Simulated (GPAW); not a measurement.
A self-consistent single point of Ba (P4/mmm, 1 atom in the cell) with GPAW.

Method of the run: BLYP, GPAW PAW datasets BLYP (made by gpaw-setup) (plane waves; GPAW).

```yaml
crystal:
  lattice:
    - [3.99965, 0.00000, 0.00000]
    - [0.00000, 3.99965, 0.00000]
    - [0.00000, 0.00000, 3.60554]
  atoms:
    - { symbol: Ba, position: [0.50000, 0.50000, 0.50000] }
```

Reference input (self-consistent single point, DFT LDA (Perdew-Wang 92), plane waves, GPAW PAW datasets LDA (gpaw-data 1.0.1)): mode = pw; ecut = 550 eV; xc = LDA; kpts = 6 6 6; mesh shift (steps) = 0 0 0; occupations.name = methfessel-paxton; occupations.width = 0.1 eV; occupations.order = 1; nbands = -7; convergence.density = 1e-05 e/electron; symmetry.symmorphic = false; symmetry.tolerance = 0.0005. This run's input differs from it in these lines:

```diff
@@ -12,3 +12,3 @@
 calc = GPAW(mode={'name': 'pw', 'ecut': 550},
-            xc='LDA',
+            xc='BLYP',
             kpts={'size': (6, 6, 6), 'gamma': True},
```

Its files differ too (potentials: GPAW PAW datasets BLYP (made by gpaw-setup)).

The program printed (abridged):

```
     iter     time        total  log10-change:
                         energy   eigst   dens
iter:   1 --:--:--     0.236657
iter:   2 --:--:--    -0.834215   -0.25  -1.18
iter:   3 --:--:--    -0.967985   -1.33  -1.13
iter:   4 --:--:--    -0.752546   -1.76  -1.09
iter:   5 --:--:--    -0.752884   -2.77  -1.56
iter:   6 --:--:--    -0.749868c  -3.29  -1.70
iter:   7 --:--:--    -0.748656c  -3.82  -1.78
iter:   8 --:--:--    -0.749831c  -4.46  -2.02
iter:   9 --:--:--    -0.750283c  -4.51  -2.32
iter:  10 --:--:--    -0.750295c  -5.81  -2.74
iter:  11 --:--:--    -0.750226c  -5.33  -2.80
iter:  12 --:--:--    -0.750225c  -7.49c -3.69
iter:  13 --:--:--    -0.750225c  -9.06c -3.82
iter:  14 --:--:--    -0.750228c  -7.65c -3.84
iter:  15 --:--:--    -0.750228c  -9.37c -4.59
iter:  16 --:--:--    -0.750228c  -9.06c -4.64
   [... 3 lines left out ...]
iter:  20 --:--:--    -0.750229c  -9.51c -4.65
iter:  21 --:--:--    -0.750229c -10.05c -4.79
iter:  22 --:--:--    -0.750229c -10.88c -4.85
iter:  23 --:--:--    -0.750229c -10.49c -4.89
iter:  24 --:--:--    -0.750229c -10.62c -5.01c
Converged after 24 iterations.

Dipole moment: (0.000000, 0.000000, -0.000000) |e|*Ang

Energy contributions relative to reference atoms: (reference = -221297.336930)

Kinetic:         +1.285619
Potential:       +1.842304
External:        +0.000000
XC:              -3.810079
Entropy (-ST):   -0.000204
Local:           -0.067937
SIC:             +0.000000
--------------------------
Free energy:     -0.750297
Extrapolated:    -0.750229

Showing only first 2 kpts
 Kpt  Band  Eigenvalues  Occupancy
  0     3     -7.64578    2.00000
  0     4      3.53093    2.00000
  0     5      5.96826    2.05656
  0     6      5.97764    2.06413

  1     3     -7.98667    2.00000
  1     4      3.99945    2.00000
  1     5      6.16965    0.22974
  1     6      6.73517   -0.00000

Fermi level: 6.11684

No gap
No difference between direct/indirect transitions
Energy (eV): -0.750229

Forces in eV/Ang:
  0 Ba   -0.00000   -0.00000    0.00000

Stress tensor:
    -0.000961     0.000000     0.000000
     0.000000    -0.000961     0.000000
     0.000000     0.000000    -0.020859
Stress (GPa, Voigt): [-0.154 -0.154 -3.342  0.     0.     0.   ]
```

The run converged in 24 iterations. GPAW prints stress with tension positive. Against the reference run the pressure goes from -0.94 to 1.22 GPa.

The starting cell comes from a database of computed structures (which also holds hypothetical and non-ambient phases and stackings), without a prior relaxation at this level.

Cost on one core of a shared machine: roughly 30 s.
